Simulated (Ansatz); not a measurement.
The reference is BeS in the zinc blende structure (space group F-43m, No. 216).

```
CELL_PARAMETERS angstrom
      0.00000     2.41904     2.41904
      2.41904     0.00000     2.41904
      2.41904     2.41904     0.00000
ATOMIC_POSITIONS crystal
  Be 0.00000 0.00000 0.00000
  S  0.25000 0.25000 0.25000
```

Level of theory: PBEsol/PAW in Ansatz (a program for electronic structure), spin-orbit coupling left out.

Strains are applied to the cell and any free atomic positions relax.

One change was made to it. Results:

| quantity | base | after |
|---|---|---|
| band gap | 2.91 eV | 2.97 eV |
| smallest direct gap | 5.54 eV | 5.48 eV |
| pressure | -0.01 GPa | -2.75 GPa |
| hole mass (degenerate bands, along [100]) | 0.33, 0.55, 0.55 mₑ (at Γ) | 0.33, 0.57, 0.57 mₑ (at Γ) |

Task: Which change produced these results?
A) isotropic strain +2.00 %
B) isotropic strain −2.50 %
C) isotropic strain +1.00 %
D) isotropic strain −2.00 %
E) isotropic strain +2.50 %

Result: C, isotropic strain +1.00 %. For comparison, the band gap in the other runs: isotropic strain +2.00 % gives 3.04 eV; isotropic strain −2.00 % gives 2.76 eV; isotropic strain +2.50 % gives 3.06 eV; isotropic strain −2.50 % gives 2.72 eV.

Masses are band curvatures over ±0.01 Å⁻¹ around the edge. Whether these cells are dynamically stable was not tested.
